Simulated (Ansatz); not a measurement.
**A computed series for hypothetical diamond Ba: response to strain**

Base system: Ba in the diamond structure (space group Fd-3m, No. 227; a hypothetical phase, not in the database extracts checked; relaxed with 0.1 eV smearing).

```
Ba
1.0
    0.00000     3.84594     3.84594
    3.84594     0.00000     3.84594
    3.84594     3.84594     0.00000
Ba
2
Direct
  0.25000   0.25000   0.25000
  0.00000   0.00000   0.00000
```

Cartesian axes are those of the cell as printed.

Strains are applied to the cell and any free atomic positions relax; under biaxial strain the out-of-plane vector relaxes too.

Calculations: Kohn–Sham DFT with the PBE functional, run in Ansatz (a program for electronic structure) with PAW and 420 eV plane waves, spin-orbit coupling left out.

Notes on the quantities. pressure: mean of the normal stresses, compression positive.

```csv
case,space group,volume per atom,pressure
base,Fd-3m (No. 227),56.89 Å³,0.0 GPa
"biaxial strain +0.35 %, plane normal [001], relaxed out of plane",I4_1/amd (No. 141),50.17 Å³,1.5 GPa
"biaxial strain +3.14 %, plane normal [001], relaxed out of plane",I4_1/amd (No. 141),45.16 Å³,3.5 GPa
isotropic strain −4.86 %,Fd-3m (No. 227),48.99 Å³,2.1 GPa
isotropic strain −0.61 %,Fd-3m (No. 227),55.85 Å³,0.1 GPa
```

Whether these cells are dynamically stable was not tested. Under biaxial strain +0.35 %, plane normal [001], relaxed out of plane and biaxial strain +3.14 %, plane normal [001], relaxed out of plane the cell ends below the base's energy or with stress of the wrong sign: the atoms slid into a distortion or the cell is elastically unstable, so the base is not a stable minimum at this level.
